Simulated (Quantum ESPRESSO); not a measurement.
Pressure against volume in zinc-blende ZnS (space group 216) (Quantum ESPRESSO, LDA)

```
ZnS
1.0
    0.00000     2.59979     2.59979
    2.59979     0.00000     2.59979
    2.59979     2.59979     0.00000
Zn S
1 1
Direct
  0.00000   0.00000   0.00000
  0.75000   0.75000   0.75000
```

Method of the run: LDA (PZ), GBRV 1.5 ultrasoft (LDA) pseudopotentials (plane waves; Quantum ESPRESSO). Settings: ecutwfc = 65 Ry; ecutrho = 325 Ry; occupations = smearing; smearing = fermi-dirac; degauss = 0.000734986 Ry; potentials = {Zn: zn_lda_v1.uspp.F.UPF, S: s_lda_v1.4.uspp.F.UPF}; K_POINTS = automatic 11 11 11 0 0 0; conv_thr = 1e-10 Ry. The cell above is the first row's. The rows scale it uniformly. In all rows fractional positions and the k mesh are held.

| V (Å^3/atom) | P (GPa) |
|---|---|
| 17.572 | ? |
| 17.954 | 3.25 |
| 18.336 | 1.22 |
| 18.718 | -0.58 |
| 19.100 | -2.22 |
| 19.482 | -3.67 |
| 19.864 | -4.97 |
| 20.246 | -6.14 |
| 20.628 | -7.17 |

Using a cubic, estimate the missing P at V = 17.572 from the other rows, showing the fit.

With u = V - 19.3, the rows have u = -1.3460, -0.9640, -0.5820, -0.2000, 0.1820, 0.5640, 0.9460, 1.3280. Least squares gives P = -2.999 - 3.8007·u + 0.5592·u² - 0.0480·u³. Residuals (row less fit): 0.003, -0.008, 0.008, -0.004, 0.002, 0.003, -0.005, 0.003; standard error 0.007 (degrees of freedom: 4). The fitted pressure is zero at V0 = 18.59, where dP/dV = -4.668, so B0 = -V0·dP/dV = 86.8 GPa. At the withheld row, u = -1.7280, so P = -2.999 - 3.8007 × (-1.7280) + 0.5592 × (-1.7280)² - 0.0480 × (-1.7280)³ = 5.486 GPa. The calculation gives 5.53 GPa, 0.044 GPa above the prediction (0.3 % of the range of P in the table). The row lies outside the fitted rows, so this is an extrapolation. From the scatter of the fitted rows alone, a prediction at this place has a standard error of 0.019 GPa, so the miss is 2.3 times that.

Carrying the step between the two nearest rows on in a straight line would have given 5.28, off by 0.25; series whose last step already gives the withheld value aren't shown. The scan was laid around a cell of about the measured size, scaled by a guess for this functional. The runs keep the symmetry of the cell, so they don't test it for distortions. Cutoffs and mesh are single choices, not tested for convergence of this quantity. Series with a scatter that would blur these digits, or in which a gap closes, are not shown.
